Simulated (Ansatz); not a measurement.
We consider WC (Fm-3m, No. 225, 2 atoms in the cell; start mp-13136; a measured phase of this formula has another space group), described by LDA (Ansatz, a program for electronic structure, plane waves, PAW).

Settings: plane-wave cutoff 520 eV, 22×22×22 k mesh, Fermi–Dirac smearing 0.05 eV, no spin polarisation, scalar-relativistic PAW data made under PBE.

Cell (relaxed at this level):

```cif
data_C4W4
_chemical_formula_sum 'W4 C4'
_space_group_name_H-M_alt 'Fm-3m'
_space_group_IT_number 225
_space_group_name_Hall '-F 4 2 3'
_cell_length_a 4.32249
_cell_length_b 4.32249
_cell_length_c 4.32249
_cell_angle_alpha 90.000
_cell_angle_beta 90.000
_cell_angle_gamma 90.000
loop_
_atom_site_label
_atom_site_type_symbol
_atom_site_symmetry_multiplicity
_atom_site_Wyckoff_symbol
_atom_site_fract_x
_atom_site_fract_y
_atom_site_fract_z
_atom_site_occupancy
W1 W 4 a 0.00000 0.00000 0.00000 1
C1 C 4 b 0.50000 0.50000 0.50000 1
```
(The calculation used a cell of 2 atoms; values per cell refer to that cell.)

Question: Predict the bulk modulus B0.

Answer: 
bulk modulus B0: 406 GPa

Note: the run has no spin polarisation, so it can have missed a magnetic state; the bulk modulus is −V dP/dV from two relaxed cells at ±2 % in volume; the relaxation could not lower the start's symmetry, so the cell can be a saddle point above a distorted one.

Spin–orbit coupling is not included; it can open a gap where bands touch, and shift volumes and moduli.

Computed values are for the static lattice.

A start named mp-… is a Materials Project structure, which need not be a measured phase.
